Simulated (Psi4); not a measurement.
Psi4 1.11, HF/def2-svpd: Mg(Br)(SiH3) ([SiH3][Mg][Br]), 6 atoms. The geometry is a generated start, not checked to be a minimum at this level.

```
Item                                  Value
--------------------------  ---------------
task                                 energy
method                                  scf
basis                             def2-svpd
memory                                 3 GB
maxiter                                 100
keys of the molecule block      symmetry c1
scf_type                       df (default)
diis_max_vecs                  10 (default)
e_convergence               1e-06 (default)
d_convergence               1e-06 (default)
basis functions                         110
```

```xyz
6

Mg     1.0916     0.3945    -1.0009
Br     2.6949     1.0882    -2.6339
Si    -0.6479    -0.2582     0.6293
H     -1.3983    -1.4494     0.1988
H     -1.6432     0.8052     0.8475
H     -0.0971    -0.5802     1.9592
```

With the defaults (damping_percentage = 0, soscf = false, soscf_start_convergence = 0.01, guess = auto, which took SAD, diis_start = 1, scf_initial_accelerator = adiis) it converges in 7 SCF iterations. One run each on 2 threads, with these changes:
- guess = modhuckel
- soscf = true
- guess = huckel
- scf_initial_accelerator = ediis
- guess = sadno
- soscf = true, soscf_start_convergence = 0.1
- soscf = true, soscf_start_convergence = 0.001
- diis_start = 4
- damping_percentage = 60

**Question.** Name the settings that don't reach the solution of the defaults.

**Answer.** No convergence: damping_percentage = 60 (the run ends without SCF convergence in 100 iterations). The rest reach the solution of the defaults.

| setting | SCF iterations | JK calls | end |
|---|---|---|---|
| soscf = true, soscf_start_convergence = 0.1 | 5 | 16 | same solution |
| soscf = true | 5 | 16 | same solution |
| soscf = true, soscf_start_convergence = 0.001 | 6 | 17 | same solution |
| the defaults | 7 | 8 | same solution |
| scf_initial_accelerator = ediis | 7 | 8 | same solution |
| guess = huckel | 8 | 32 | same solution |
| diis_start = 4 | 8 | 9 | same solution |
| guess = modhuckel | 8 | 32 | same solution |
| guess = sadno | 8 | 8 | same solution |
| damping_percentage = 60 | 100 | 101 | no convergence |

An SOSCF iteration holds several JK calls; a Hückel guess adds calls on atoms.
